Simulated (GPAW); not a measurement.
**Equation of state of rock-salt SrTe (space group 225): energy against volume (GPAW, PBEsol)**

```
CELL_PARAMETERS angstrom
      0.00000     3.23331     3.23331
      3.23331     0.00000     3.23331
      3.23331     3.23331     0.00000
ATOMIC_POSITIONS crystal
  Sr 0.00000 0.00000 0.00000
  Te 0.50000 0.50000 0.50000
```

Level of theory: PBEsol, GPAW PAW datasets PBEsol (made by gpaw-setup) (plane waves; GPAW). Settings: mode = pw; ecut = 585 eV; xc = PBEsol; kpts = 9 9 9; mesh shift (steps) = 0 0 0; occupations.name = fermi-dirac; occupations.width = 0.01 eV; nbands = -8; convergence.bands = -6; symmetry.symmorphic = false; symmetry.tolerance = 0.0005; maxiter = 100. The cell above is the first row's. The rows scale it uniformly. In all rows fractional positions and the k mesh are held. E is the free energy at the stated smearing, counted from the lowest row.

| V (Å^3/atom) | E (meV/atom) |
|---|---|
| 33.802 | ? |
| 34.537 | 8.99 |
| 35.272 | 2.60 |
| 36.007 | 0.00 |
| 36.741 | 0.82 |
| 37.476 | 4.71 |
| 38.211 | 11.35 |
| 38.946 | 20.47 |
| 39.681 | 31.82 |

Fit E of the 8 rows that show it with the third-order Birch-Murnaghan form, a cubic in V^(-2/3). With u = V^(-2/3) - 0.0900, the rows have u = 0.0042925, 0.0029779, 0.0017083, 0.0004828, -0.0007042, -0.0018530, -0.0029655, -0.0040436. Least squares gives E = 2.036 - 3035.4·u + 1077560·u² + 1648425·u³. Residuals (row less fit): -0.002, 0.004, -0.003, -0.002, 0.003, 0.000, -0.001, 0.000; standard error 0.003 (degrees of freedom: 4). Its minimum lies at u = 0.0014039, so V0 = (0.0914039)^(-3/2) = 36.19. There d²E/du² = 2169000 and d³E/du³ = 9891000, so B0 = (4/9) × 36.19^(-7/3) × 2169000 × 0.160218 = 35.7 GPa (the last factor turns the table's units into GPa), and B0' = 4 + (2/3) × 0.0914039 × (9891000)/2169000 = 4.3. The program's pressures in the fitted runs (not shown) pass through zero at V = 36.16, 0.07 % from this V0.

Question: Predict the withheld E at V = 33.802 from the fit, and compare with the calculation.

Answer: u = 0.0056544, so E = 2.036 - 3035.4 × 0.0056544 + 1077560 × 0.0056544² + 1648425 × 0.0056544³ = 19.623 meV/atom. The calculation gives 19.60 meV/atom, 0.023 meV/atom below the prediction (0.1 % of the range of E in the table). The row lies outside the fitted rows, so this is an extrapolation. From the scatter of the fitted rows alone, a prediction at this place has a standard error of 0.009 meV/atom, so the miss is 2.4 times that.

Carrying the step between the two nearest rows on in a straight line would have given 15.38, off by 4.22; series whose last step already gives the withheld value aren't shown. The scan was laid around a cell of about the measured size, scaled by a guess for this functional. The runs keep the symmetry of the cell, so they don't test it for distortions. Spin-orbit coupling is off. Cutoffs and mesh are single choices, not tested for convergence of this quantity. Series with a scatter that would blur these digits, or in which a gap closes, are not shown. Nor are scans whose minimum lies at an end fitted in this form.
